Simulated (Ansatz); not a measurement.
Base system: PbTe in the rock salt structure (space group Fm-3m, No. 225).

```yaml
crystal:
  lattice:
    - [0.00000, 3.22104, 3.22104]
    - [3.22104, 0.00000, 3.22104]
    - [3.22104, 3.22104, 0.00000]
  atoms:
    - { symbol: Te, position: [0.50000, 0.50000, 0.50000] }
    - { symbol: Pb, position: [0.00000, 0.00000, 0.00000] }
```

The values are results of PBEsol in Ansatz (plane waves to 420 eV, PAW, without spin-orbit coupling), not measurements.

For the base:

```
Property              Result
-------------------  -------
Lattice parameter a  6.442 Å
```

Modification: a hydrostatic pressure of 22.5 GPa.

Estimate the effect on the lattice parameter a.

The lattice parameter a decreases by 0.558 Å to 5.884 Å.

Load acts through the strain it causes; cell and atoms are relaxed under it. Stability against distortions was not tested. Competing high-pressure phases were not computed.

Ansatz is a first-principles code.
